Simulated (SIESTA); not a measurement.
# Worked example: self-consistent single point of K2TeCl6 (Fm-3m, 9 atoms in the cell) in SIESTA

Computed with GGA PBEsol, numerical atomic orbitals TZP, PseudoDojo PBEsol standard norm-conserving potentials (rewritten from UPF to PSML) in SIESTA.

Input:

```
# files in the folder: K.psml Te.psml Cl.psml (PseudoDojo PBEsol standard)
SystemName  K2TeCl6
SystemLabel K2TeCl6

NumberOfAtoms                9
NumberOfSpecies              3
%block ChemicalSpeciesLabel
  1 19 K
  2 52 Te
  3 17 Cl
%endblock ChemicalSpeciesLabel
LatticeConstant              1.0 Bohr
%block LatticeVectors
     0.000000000    9.710015651    9.710015651
     9.710015651    0.000000000    9.710015651
     9.710015651    9.710015651    0.000000000
%endblock LatticeVectors
AtomicCoordinatesFormat      Fractional
%block AtomicCoordinatesAndAtomicSpecies
     0.750000000    0.750000000    0.750000000  1
     0.250000000    0.250000000    0.250000000  1
     0.000000000    0.000000000    0.000000000  2
     0.250520000    0.250520000    0.749480000  3
     0.749480000    0.749480000    0.250520000  3
     0.749480000    0.250520000    0.250520000  3
     0.250520000    0.749480000    0.749480000  3
     0.250520000    0.749480000    0.250520000  3
     0.749480000    0.250520000    0.749480000  3
%endblock AtomicCoordinatesAndAtomicSpecies

XC.functional                GGA
XC.authors                   PBEsol
PAO.BasisSize                TZP
PAO.EnergyShift              0.005 Ry
MeshCutoff                   300 Ry
%block kgrid.MonkhorstPack
    6   0   0  0.0
    0   6   0  0.0
    0   0   6  0.0
%endblock kgrid.MonkhorstPack
OccupationFunction           FD
ElectronicTemperature        10 K

MaxSCFIterations             150
SCF.Mixer.Method             Pulay
SCF.Mixer.Weight             0.25
SCF.Mixer.History            6
SCF.DM.Tolerance             1.0E-04
Diag.ParallelOverK           true
WriteForces                  true
Charge.Mulliken              end
```

The program printed (abridged):

```
reinit: Reading from file input.fdf

reinit: System Name: K2TeCl6
reinit: System Label: K2TeCl6

coor:   Atomic-coordinates input format  =     Fractional

siesta: Atomic coordinates (Bohr) and species
siesta:     14.56502  14.56502  14.56502  1        1
siesta:      4.85501   4.85501   4.85501  1        2
siesta:      0.00000   0.00000   0.00000  2        3
siesta:      9.71002   9.71002   4.86511  3        4
siesta:      9.71002   9.71002  14.55493  3        5
siesta:      4.86511   9.71002   9.71002  3        6
siesta:     14.55493   9.71002   9.71002  3        7
siesta:      9.71002   4.86511   9.71002  3        8
siesta:      9.71002  14.55493   9.71002  3        9

siesta: System type = bulk

initatomlists: Number of atoms, orbitals, and projectors:      9   144   177

siesta: ******************** Simulation parameters ****************************
redata: Spin configuration                          = none
redata: Time-Reversal Symmetry                      = T
redata: Number of Atomic Species                    =        3
redata: Mesh Cutoff                                 =   300.0000 Ry
redata: Net charge of the system                    =     0.0000 |e|
redata: Min. number of SCF Iter                     =        0
redata: Max. number of SCF Iter                     =      150
redata: SCF convergence failure will abort job
redata: SCF mix quantity                            = Hamiltonian
redata: Mix DM or H after convergence               =   F
redata: Recompute H after scf cycle                 =   F
redata: Mix DM in first SCF step                    =   T
redata: No kicks to SCF
redata: DM Mixing Weight for Kicks                  =     0.5000
redata: Require Harris convergence for SCF          =   F
redata: Harris energy tolerance for SCF             =     0.000100 eV
redata: Require DM convergence for SCF              =   T
redata: DM tolerance for SCF                        =     0.000100
   [... lines left out ...]
diag: Parallel distribution                         =     1 x     1
diag: Used triangular part                          = Lower
diag: Absolute tolerance                            =  0.100E-15
diag: Orthogonalization factor                      =  0.100E-05
diag: Memory factor                                 =  1.0000

superc: Internal auxiliary supercell:     5 x     5 x     5  =     125
superc: Number of atoms, orbitals, and projectors:   1125  18000  22125

                        Single-point calculation

superc: Internal auxiliary supercell:     5 x     5 x     5  =     125
superc: Number of atoms, orbitals, and projectors:   1125  18000  22125

outcell: Unit cell vectors (Ang):
        0.000000    5.138319    5.138319
        5.138319    0.000000    5.138319
        5.138319    5.138319    0.000000

outcell: Cell vector modules (Ang)   :    7.266680    7.266680    7.266680
outcell: Cell angles (23,13,12) (deg):     60.0000     60.0000     60.0000
outcell: Cell volume (Ang**3)        :    271.3271
new_DM -- step:     1
Initializing Density Matrix...

Attempting to read DM from file... Failed...
DM filled with atomic data:

InitMesh: MESH = 64 x 64 x 64 = 262144
InitMesh: Mesh cutoff (required, used) =   300.000   321.574 Ry

stepf: Fermi-Dirac step function
        iscf     Eharris(eV)        E_KS(eV)     FreeEng(eV)     dDmax    Ef(eV) dHmax(eV)
   scf:    1    -7146.125014    -7153.077429    -7153.077429  1.039953 -3.828550 11.932200
   scf:    2    -7159.357346    -7157.227835    -7157.227835  0.117359 -4.874370  3.508205
   scf:    3    -7157.691068    -7157.516228    -7157.516228  0.045581 -4.449748  0.934481
   scf:    4    -7157.607318    -7157.571514    -7157.571514  0.032687 -4.888914  0.211171
   scf:    5    -7157.575636    -7157.574529    -7157.574529  0.010794 -5.038934  0.145555
   scf:    6    -7157.574877    -7157.575208    -7157.575208  0.003132 -4.982391  0.059929
   scf:    7    -7157.574933    -7157.575094    -7157.575094  0.001716 -4.974271  0.095053
   scf:    8    -7157.575529    -7157.575402    -7157.575402  0.001182 -4.997407  0.008652
   scf:    9    -7157.575406    -7157.575405    -7157.575405  0.000155 -4.999664  0.000298
   scf:   10    -7157.575405    -7157.575405    -7157.575405  0.000020 -4.999631  0.000204
SCF Convergence by DM+H criterion
max |DM_out - DM_in|         :     0.0000197767
max |H_out - H_in|      (eV) :     0.0002036306
SCF cycle converged after 10 iterations

Using DM_out to compute the final energy and forces

siesta: E_KS(eV) =            -7157.5754

siesta: E_KS - E_eggbox =     -7157.5754

siesta: Atomic forces (eV/Ang):
     1    0.000001    0.000001    0.000001
     2   -0.000001   -0.000001   -0.000001
     3   -0.000000   -0.000000   -0.000000
     4    0.000012    0.000012    0.052803
     5   -0.000012   -0.000012   -0.052803
     6    0.052803    0.000012    0.000012
     7   -0.052803   -0.000012   -0.000012
     8    0.000012    0.052803    0.000012
     9   -0.000012   -0.052803   -0.000012
   Tot   -0.000000   -0.000000   -0.000000
   Max    0.052803
   Res    0.024892    sqrt( Sum f_i^2 / 3N )
   Max    0.052803    constrained

Stress tensor Voigt[x,y,z,yz,xz,xy] (kbar):        8.19        8.19        8.19       -0.11       -0.11       -0.11
(Free)E + p*V (eV/cell)    -7158.9625
Target enthalpy (eV/cell)    -7157.5754

siesta: Program's energy decomposition (eV):
siesta: Ebs     =     -1390.095585
siesta: Eions   =     11004.310340
siesta: Ena     =      2736.145353
siesta: Ekin    =      3012.605216
siesta: Enl     =      -209.141923
siesta: Eso     =         0.000000
siesta: Edftu   =         0.000000
siesta: DEna    =        34.898480
siesta: DUscf   =         1.738830
siesta: DUext   =         0.000000
siesta: Ex      =     -1600.855597
siesta: Ec      =      -128.655424
siesta: Exc     =     -1729.511021
siesta: Eharris =     -7157.575405
siesta: Etot    =     -7157.575405
siesta: FreeEng =     -7157.575405

siesta: Atomic forces (eV/Ang):
siesta:      1    0.000001    0.000001    0.000001
siesta:      2   -0.000001   -0.000001   -0.000001
siesta:      3   -0.000000   -0.000000   -0.000000
siesta:      4    0.000012    0.000012    0.052803
siesta:      5   -0.000012   -0.000012   -0.052803
siesta:      6    0.052803    0.000012    0.000012
siesta:      7   -0.052803   -0.000012   -0.000012
siesta:      8    0.000012    0.052803    0.000012
   [... lines left out ...]
siesta: Cell volume =        271.327107 Ang**3
siesta:          -8.19083160         -6.59206908  kBar
   [... lines left out ...]
             -0.160   0.246   0.306   0.246   0.001   0.008   0.019   0.008

              0.003
   5  7.092   1.673  -0.053   0.236   1.744   1.391   1.744  -0.160  -0.158
             -0.160   0.246   0.306   0.246   0.001   0.008   0.019   0.008

              0.003
   6  7.092   1.673  -0.053   0.236   1.744   1.744   1.391  -0.160  -0.160
             -0.158   0.246   0.246   0.306   0.008   0.001   0.007   0.008

              0.015
   7  7.092   1.673  -0.053   0.236   1.744   1.744   1.391  -0.160  -0.160
             -0.158   0.246   0.246   0.306   0.008   0.001   0.007   0.008

              0.015
   8  7.092   1.673  -0.053   0.236   1.391   1.744   1.744  -0.158  -0.160
             -0.160   0.306   0.246   0.246   0.008   0.008   0.007   0.001

              0.015
   9  7.092   1.673  -0.053   0.236   1.391   1.744   1.744  -0.158  -0.160
             -0.160   0.306   0.246   0.246   0.008   0.008   0.007   0.001

              0.015

mulliken: Qtot =       76.000

Mulliken Atomic Populations:
Atom #   charge [q] valence [e]  Species
     1     0.144640    8.855360  K
     2     0.144640    8.855360  K
     3     0.265043   15.734957  Te
     4    -0.092387    7.092387  Cl
     5    -0.092387    7.092387  Cl
     6    -0.092387    7.092387  Cl
     7    -0.092387    7.092387  Cl
     8    -0.092387    7.092387  Cl
     9    -0.092387    7.092387  Cl
 Total    -0.000000
```

The run converged in 10 iterations.

The starting cell comes from a database of computed structures (which also holds hypothetical and non-ambient phases and stackings), without a prior relaxation at this level. Its lattice was rescaled by a random factor within 2.5 % of one. Values carry the incompleteness of an atom-centred basis.

Cost on one core of a shared machine: roughly 60 s.
